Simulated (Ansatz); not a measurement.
Base system: CdTe in the wurtzite structure (space group P6_3mc, No. 186; a = 4.583 Å, c = 7.516 Å; a cell from a computed database, its experimental status unchecked).

Modification: cell and atoms relaxed at a pressure of 5 GPa.

Levels (all Ansatz, an electronic-structure program, PAW): PBEsol (420 eV, no spin-orbit coupling); PBEsol+SOC (420 eV, spin-orbit coupling included).

The geometry is relaxed with PBEsol.

* **PBEsol electron mass**: 0.070 mₑ along c, 0.079 mₑ across (at Γ)
* **PBEsol valence-band top at Γ**: 0.00, 0.00, -0.12 eV
* **PBEsol lowest conduction level above the VBM at special points**: Γ 0.97 eV; A 2.11 eV; L 2.15 eV; M 2.28 eV

Problem. How does going to PBEsol+SOC change the electron mass, valence-band top at Γ, hole mass and lowest conduction level above the VBM at special points?

Solution. The electron mass changes from 0.070 mₑ along c, 0.079 mₑ across (at Γ) to 0.062 mₑ along c, 0.069 mₑ across (at Γ); the valence-band top at Γ (three highest Kramers pairs, from the VBM) goes from 0.00, 0.00, -0.12 eV to 0.00, -0.08, -0.93 eV; the hole mass is 0.98 mₑ along c, 0.100 mₑ across (at Γ); the lowest conduction level above the VBM at special points changes from Γ 0.97 eV; A 2.11 eV; L 2.15 eV; M 2.28 eV to Γ 0.70 eV; A 1.83 eV; L 1.86 eV; M 1.99 eV.

Single points use the geometry relaxed with PBEsol. Differences between runs with and without spin-orbit coupling are approximate. With Te present, leaving out spin-orbit coupling can change the band edges. The levels and masses belong to the bands next to the band gap. Load acts through the strain it causes; cell and atoms are relaxed under it. Effective masses come from finite differences of ±0.01 Å⁻¹. Whether these cells are dynamically stable was not tested. Competing high-pressure phases were not computed. The base started in Cmc2_1 and relaxed to P6_3mc at this level. This is not the structure that CdTe has at room temperature and ambient pressure.
